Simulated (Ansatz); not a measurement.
Ansatz (an electronic-structure program), DFT, PBE, plane waves, its default PAW files: cubic perovskite SrTiO3, atoms displaced (Sr8Ti8O24), 40 atoms. Basis and mesh were picked for this test and aren't claimed converged.

| Property | Value |
|---|---|
| cell | 7.81, 7.81, 7.81 Å; 90, 90, 90° |
| distance to the nearest atom | 1.87 to 2.71 Å |
| task | single point |
| k mesh | 2×2×2 |
| hamiltonian.xc | pbe |
| kind of files | paw |
| scf.occupations.method | fixed |
| output.forces | true |
| memory maximum (--max-ram) | 200GiB |
| accuracy | medium (default) |
| basis.precision | auto (default) |
| basis.xc_grid | 2 (default) |
| scf.eigensolver.kind | auto (default) |
| scf.mixing.algorithm | auto (default) |
| scf.mixing.preconditioner | auto (default) |
| scf.convergence.dr2_threshold | 4.7638e-07 (default) |
| scf.lower_state_search | light (default) |
| k-points after symmetry | 8 |
| bands at the start | 200 |
| electrons | 320 |
| plane waves at Γ | 9315 |
| cutoff (eV) | 420 |
| FFT grid | 54×54×54 |
| symmetry operations | 1 |

It runs on a single node (Arm Neoverse V2, 96 cores on 1 socket, no SMT, 1 L3 cache group).

Times are wall-clock medians of two to five runs, from launch to exit, with nothing else on the machine. Unless noted, each process is bound to its own block of adjacent cores. Build: release build for Arm (Neoverse V2), one process with threads. Other compilers and libraries give other times. Scratch files lie in a memory file system. The time of a restarted run leaves out the earlier run that it starts from.

First run (16 threads, scf.initial_density.chi_scale = not set, checkpoint.read = not set, earlier_run = none (default)):

```
── phase timings ───────────────────────
phase                  total
diag                  2.212s
forces                0.185s
density               0.164s
complement_search     0.101s
potential             0.069s
mixing                0.009s
xc_out                0.006s
paw_out               0.003s
energy_assemble       0.001s
energy                0.001s
fermi                 0.000s
hubbard               0.000s
efg                   0.000s
work_function         0.000s
charged_cell          0.000s
Σ                     2.750s
```

Second run:

```
── phase timings ───────────────────────
phase                  total
diag                  3.102s
density               0.204s
forces                0.184s
potential             0.111s
complement_search     0.098s
mixing                0.020s
xc_out                0.006s
paw_out               0.003s
energy_assemble       0.001s
energy                0.001s
fermi                 0.000s
hubbard               0.000s
efg                   0.000s
work_function         0.000s
charged_cell          0.000s
Σ                     3.730s
```

Problem. Which of these changes turns the first timing block into the second?
A) checkpoint.read = first.ck, earlier_run = first_atom_moved_ang=0 orbitals_saved=true scf.convergence.dr2_threshold=0.001
B) scf.initial_density.chi_scale = 0.1
C) checkpoint.read = first.ck, earlier_run = first_atom_moved_ang=0 orbitals_saved=false scf.convergence.dr2_threshold=0.001

Solution. B, scf.initial_density.chi_scale = 0.1. The largest move is in band solves (diag): 2.2 s to 3.1 s. The band solves carry the change: the iterations make 24291 against 34753 applications of H to a band, at 0.091 against 0.089 ms of diag time each. The other changes gave 2.5 s (checkpoint.read = first.ck, earlier_run = first_atom_moved_ang=0 orbitals_saved=false scf.convergence.dr2_threshold=0.001), 2.0 s (checkpoint.read = first.ck, earlier_run = first_atom_moved_ang=0 orbitals_saved=true scf.convergence.dr2_threshold=0.001), against 4.0 s here and 3.0 s at first.

Keys are those of Ansatz 0.2.
